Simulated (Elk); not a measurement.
Band structure of CsPrS2 (P6_3/mmc, 8 atoms in the cell).

```
CELL_PARAMETERS angstrom
      4.26357     0.00000     0.00000
     -2.13178     3.69236     0.00000
      0.00000     0.00000    16.22379
ATOMIC_POSITIONS crystal
  Cs 0.66667 0.33333 0.75000
  Cs 0.33333 0.66667 0.25000
  Pr 0.00000 0.00000 0.00000
  Pr 0.00000 0.00000 0.50000
  S  0.33333 0.66667 0.90570
  S  0.66667 0.33333 0.09430
  S  0.66667 0.33333 0.40570
  S  0.33333 0.66667 0.59430
```
Moments meant for the start (each program seeds them in its own way; μB, in the order of the atoms Cs Cs Pr Pr S S S S): 0.0 0.0 2.0 2.0 0.0 0.0 0.0 0.0.

Method: Elk with LDA (PW92), all-electron FP-LAPW, Elk's shipped species files, APW+lo basis with extra local orbitals.

Settings: xctype = 3; spinpol = true; rgkmax = 8; stype = 3; swidth = 0.00183747 Ha; ngridk = 5 5 1; reducebf = 0.8; gmaxvr = 14 1/bohr; nxlo = 2; lorbcnd = true; lmaxi = 2; nempty = 10 per atom.

The starting cell comes from a database of computed structures (which also holds hypothetical and non-ambient phases and stackings), without a prior relaxation at this level. Spin-orbit coupling is off. The magnetic order is the one reached from the typed start; others were not searched systematically. With U or open f shells several self-consistent states can exist. The f electrons are in the valence without U or exact exchange, which can misplace them near the Fermi level. Spin-orbit terms, which matter for f shells, are left out. Values depend on the basis (sphere radii, cutoffs, local orbitals), which need not be converged.

Levels in eV from the Fermi level, bands 39 to 46 of the first spin channel:
```json
[
 {"point": "Γ", "39": "-1.61", "40": "-1.60", "41": "-1.60", "42": "-1.59", "43": "1.19", "44": "1.20", "45": "1.20", "46": "1.24"},
 {"point": "M", "39": "-2.12", "40": "-1.94", "41": "-1.86", "42": "-1.79", "43": "0.90", "44": "1.09", "45": "1.13", "46": "1.18"},
 {"point": "K", "39": "-2.26", "40": "-2.26", "41": "-2.17", "42": "-1.86", "43": "1.10", "44": "1.15", "45": "1.15", "46": "1.17"},
 {"point": "A", "39": "-1.60", "40": "-1.60", "41": "-1.60", "42": "-1.60", "43": "1.19", "44": "1.20", "45": "1.23", "46": "1.26"},
 {"point": "L", "39": "-2.02", "40": "-2.02", "41": "-1.86", "42": "-1.86", "43": "1.06", "44": "1.06", "45": "1.10", "46": "1.14"},
 {"point": "H", "39": "-2.26", "40": "-2.26", "41": "-2.00", "42": "-2.00", "43": "1.10", "44": "1.13", "45": "1.17", "46": "1.19"}
]
```

Bands cross the Fermi level along this path, so the cell is metallic at this level.

The net moment of the cell came out as 4.00 μB.
